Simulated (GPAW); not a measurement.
**Worked example: self-consistent single point of Mo₂C (P-3m1, 3 atoms in the cell) in GPAW**

Computed with PBEsol, GPAW PAW datasets PBEsol (made by gpaw-setup) (plane waves; GPAW).

This input was run:

```python
from ase import Atoms
from ase.units import GPa
from gpaw import GPAW, PW

atoms = Atoms(['Mo', 'Mo', 'C'],
              cell=[[3.125728, 0.000000, 0.000000],
                    [-1.562864, 2.706960, 0.000000],
                    [0.000000, 0.000000, 4.744728]],
              scaled_positions=[[0.333333, 0.666667, 0.249770],
                                [0.666667, 0.333333, 0.750230],
                                [0.000000, 0.000000, 0.500000]],
              pbc=True)

calc = GPAW(mode=PW(900),
            xc='PBEsol',
            kpts={'size': (14, 14, 8), 'gamma': True},
            occupations={'name': 'methfessel-paxton', 'width': 0.1, 'order': 0},
            nbands=-9,
            convergence={'density': 1e-05},
            symmetry={'symmorphic': False, 'tolerance': 0.0005},
            maxiter=150)

atoms.calc = calc

energy = atoms.get_potential_energy()
print('Energy (eV):', round(energy, 6))
forces = atoms.get_forces()
print('Forces (eV/Ang):')
print(forces.round(5))
stress = atoms.get_stress()
print('Stress (GPa, Voigt):', (stress / GPa).round(4))
```

Output (repeated stretches shortened):

```
Input parameters:
  convergence: {density: 1e-05}
  kpts: {gamma: True,
         size: (14, 14, 8)}
  maxiter: 150
  mode: {ecut: 900.0000000000001,
         name: pw}
  nbands: -9
  occupations: {name: methfessel-paxton,
                order: 0,
                width: 0.1}
  symmetry: {symmorphic: False,
             tolerance: 0.0005}
  xc: PBEsol

species:
  Mo:
    name: Molybdenum
    Z: 42.0
    valence: 14
    core: 28
    charge: 0.0
    file: Mo.PBEsol.gz

    # Using partial waves for Mo as LCAO basis

  C:
    name: Carbon
    Z: 6.0
    valence: 4
    core: 2
    charge: 0.0
    file: C.PBEsol.gz

    # Using partial waves for C as LCAO basis

Reference energy: -221172.384434  # eV

Spin-paired calculation

Convergence criteria:
 Maximum [total energy] change in last 3 cyles: 0.0005 eV / valence electron
 Maximum integral of absolute [dens]ity change: 1e-05 electrons / valence electron
 Maximum integral of absolute [eigenst]ate change: 4e-08 eV^2 / valence electron
 Maximum number of scf [iter]ations: 150

Symmetries present (total): 12
Symmetries with fractional translations: 0
1568 k-points: 14 x 14 x 8 Monkhorst-Pack grid + [1/28,1/28,1/16]
168 k-points in the irreducible part of the Brillouin zone
       k-points in crystal coordinates                weights
   0:     0.00000000    0.00000000    0.00000000          1/1568
   1:     0.00000000    0.00000000    0.12500000          2/1568
   2:     0.00000000    0.00000000    0.25000000          2/1568
   [... 7 lines left out ...]
          ...
 167:     0.50000000    0.50000000    0.50000000          3/1568

Wave functions: Plane wave expansion
  Cutoff energy: 900.000 eV
  Number of coefficients (min, max): 2442, 2496
  Pulay-stress correction: 0.000000 eV/Ang^3 (de/decut=0.000000)

Occupation numbers: Methfessel-Paxton:
  width: 0.1000  # eV
  order: 0

Eigensolver

Densities:
  Coarse grid: 24*24*35 grid
  Fine grid: 48*48*70 grid
  Total Charge: 0.000000

Density mixing:
  Method: separate
  Backend: pulay
  Linear mixing parameter: 0.05
  old densities: 5
  Damping of long wavelength oscillations: 50

Hamiltonian:
  XC and Coulomb potentials evaluated on a 48*48*70 grid
  External potential:
    NoExternalPotential

XC parameters: PBEsol with 2 nearest neighbor stencil

Number of atoms: 3
Number of atomic orbitals: 30
Number of bands in calculation: 25
Number of valence electrons: 32
Bands to converge: occupied

Density initialized from atomic densities
  25 bands from LCAO basis set

Atomic positions and initial magnetic moments

Positions:
   0 Mo    -0.000002    1.804641    1.185091    ( 0.0000,  0.0000,  0.0000)
   1 Mo     1.562866    0.902319    3.559637    ( 0.0000,  0.0000,  0.0000)
   2 C      0.000000    0.000000    2.372364    ( 0.0000,  0.0000,  0.0000)

Unit cell:
           periodic     x           y           z      points  spacing
  1. axis:    yes    3.125728    0.000000    0.000000    24     0.1128
  2. axis:    yes   -1.562864    2.706960    0.000000    24     0.1128
  3. axis:    yes    0.000000    0.000000    4.744728    35     0.1356

  Lengths:   3.125728   3.125728   4.744728
  Angles:   90.000000  90.000000 119.999999

Effective grid spacing dv^(1/3) = 0.1258

     iter     time        total  log10-change:
                         energy   eigst   dens
iter:   1 --:--:--   -38.397844
iter:   2 --:--:--   -37.174334   -0.54  -1.02
iter:   3 --:--:--   -34.284846   -0.52  -1.07
iter:   4 --:--:--   -34.182730   -1.59  -1.42
iter:   5 --:--:--   -34.020741   -1.27  -1.48
iter:   6 --:--:--   -34.011310   -2.07  -1.86
iter:   7 --:--:--   -33.981754   -2.45  -2.03
iter:   8 --:--:--   -33.983483   -3.69  -2.40
iter:   9 --:--:--   -33.979480c  -2.85  -2.50
iter:  10 --:--:--   -33.975501c  -3.26  -2.59
iter:  11 --:--:--   -33.975460c  -4.87  -3.52
iter:  12 --:--:--   -33.975450c  -5.50  -3.60
iter:  13 --:--:--   -33.975481c  -4.95  -3.64
iter:  14 --:--:--   -33.975447c  -5.76  -3.60
iter:  15 --:--:--   -33.975445c  -6.56  -3.86
iter:  16 --:--:--   -33.975449c  -6.60  -3.92
iter:  17 --:--:--   -33.975447c  -6.82  -4.04
iter:  18 --:--:--   -33.975447c  -7.25  -4.12
iter:  19 --:--:--   -33.975448c  -7.32  -4.17
iter:  20 --:--:--   -33.975447c  -7.51c -4.21
iter:  21 --:--:--   -33.975447c  -7.32  -4.29
iter:  22 --:--:--   -33.975447c  -8.57c -4.52
iter:  23 --:--:--   -33.975447c  -7.53c -4.58
iter:  24 --:--:--   -33.975447c  -9.01c -4.84
iter:  25 --:--:--   -33.975447c  -8.33c -4.88
iter:  26 --:--:--   -33.975447c  -9.69c -5.45c

Converged after 26 iterations.

Dipole moment: (0.000000, -0.000000, 0.000000) |e|*Ang

Energy contributions relative to reference atoms: (reference = -221172.384434)

Kinetic:        -35.673108
Potential:      +20.916129
External:        +0.000000
XC:             -18.683447
Entropy (-ST):   -0.009217
Local:           -0.530413
SIC:             +0.000000
--------------------------
Free energy:    -33.980056
Extrapolated:   -33.975447

Showing only first 2 kpts
 Kpt  Band  Eigenvalues  Occupancy
  0    14     10.98686    2.00000
  0    15     10.98686    2.00000
  0    16     11.16376    2.00000
  0    17     11.16378    2.00000

  1    14     10.83235    2.00000
  1    15     10.83235    2.00000
  1    16     11.33481    2.00000
  1    17     11.33483    2.00000

Fermi level: 12.10516

No gap
No difference between direct/indirect transitions
Energy (eV): -33.975447

Forces in eV/Ang:
  0 Mo    0.00000    0.00000    0.74412
  1 Mo    0.00000   -0.00000   -0.74412
  2 C    -0.00000   -0.00000    0.00000

Stress tensor:
     0.145863    -0.000000     0.000000
    -0.000000     0.145863     0.000000
     0.000000     0.000000     0.142899
Stress (GPa, Voigt): [23.3698 23.3698 22.895   0.      0.     -0.    ]
```

The run converged in 26 iterations. GPAW prints stress with tension positive.

At such cutoffs GPAW's stress carries a finite-basis (Pulay) error, which enters relaxed cells too; its log prints stress with tension positive.

The starting cell comes from a database of computed structures (which also holds hypothetical and non-ambient phases and stackings), without a prior relaxation at this level. Its lattice was rescaled by a random factor within 2.5 % of one. Spin polarisation is off.

Cost on one core of a shared machine: roughly 10 min.
